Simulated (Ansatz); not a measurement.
The reference is Cu in the fcc (Cu type) structure (space group Fm-3m, No. 225; a = 3.577 Å; relaxed with 0.1 eV smearing). Axes: x, y, z lie along the cube axes.

Computed with r2SCAN (Ansatz, a first-principles code), spin-orbit coupling left out.

For the base:

The pressure comes out as 0.0 GPa.

Perturbation: compressive biaxial strain of 2.50 % in the plane normal to [001], as in epitaxy on a mismatched substrate; the out-of-plane cell vector and the atoms relax.

Problem. Predict the new ratio −ε⊥/ε∥, pressure and energy relative to the base.

Solution. The ratio −ε⊥/ε∥ is 1.37; the pressure (mean of the normal stresses, compression positive) goes from zero to 3.1 GPa; the energy rises by 7.6 meV/atom.

Stability against distortions was not tested. All final runs are without spin polarisation.
